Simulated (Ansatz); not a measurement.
## What pressure 0.9 GPa does to TiO2

Take TiO$_{2}$ in the anatase structure (space group I4_1/amd, No. 141; a = 3.739 Å, c = 9.455 Å) as the base.

The change: a hydrostatic pressure of 0.9 GPa.

Level of theory: Kohn–Sham DFT with the LDA functional, run in Ansatz (a quantum-chemistry and plane-wave program) with PAW and 420 eV plane waves, no SOC. k-mesh 12×12×12 (Γ-centred); smearing 0.05 eV (Fermi–Dirac).

| quantity | base | changed | shift |
|---|---|---|---|
| volume per atom | 11.02 Å³ | 10.97 Å³ | -0.05 Å³ |
| lattice parameter a | 3.739 Å | 3.737 Å | -0.002 Å |
| c/a ratio | 2.529 | 2.522 | -0.007 |
| shortest interatomic distance | 1.911 Å | 1.909 Å | -0.002 Å |
| enthalpy H = E + PV relative to the base's energy | – | +0.06 eV/atom | – |
| band gap | 2.08 eV | 2.08 eV | -0.008 eV |
| gap character | indirect, Γ–X (87 % along) → Γ | indirect, Γ–X (87 % along) → Γ | – |
| width of the top valence band | 0.86 eV | 0.88 eV | +0.02 eV |

Cost of the whole job for the changed cell (relaxation, final SCF and bands): about 90 core-seconds (a rough figure).

Load acts through the strain it causes; cell and atoms are relaxed under it. Stability against distortions was not tested. The final runs are not spin-polarised.
